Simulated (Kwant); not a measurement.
Device: wire with a row of barriers in a CdTe two-dimensional gas. Effective mass 0.096 mₑ, grid spacing 10 nm, hard walls, nominal width 300 nm (29 grid rows, so walls 300 nm apart), one parabolic valley, scattering region 1000 nm long along x; energies count from the band bottom; Fermi energy swept from 3.4818e-05 to 0.00041346 eV. 4 barrier(s) across the wire, height 0.0048 eV, thickness 30 nm (about 3 grid columns), spaced by 160 nm.

Constants are typed, rounded textbook-type inputs, not results; the design itself was drawn at random and stands for no fabricated device.

Kwant, effective-mass tight-binding model on a square grid, one spin, coherent transport at 0 K. Conductance is in e²/h.

Question: How many channels do the leads carry at E = 0.282 meV?

Answer: The hard-wall thresholds are n² ħ²π²/(2mW²) = n² × 0.0435 meV with W = 300 nm. √(0.282/0.0435) = 2.55, so 2.
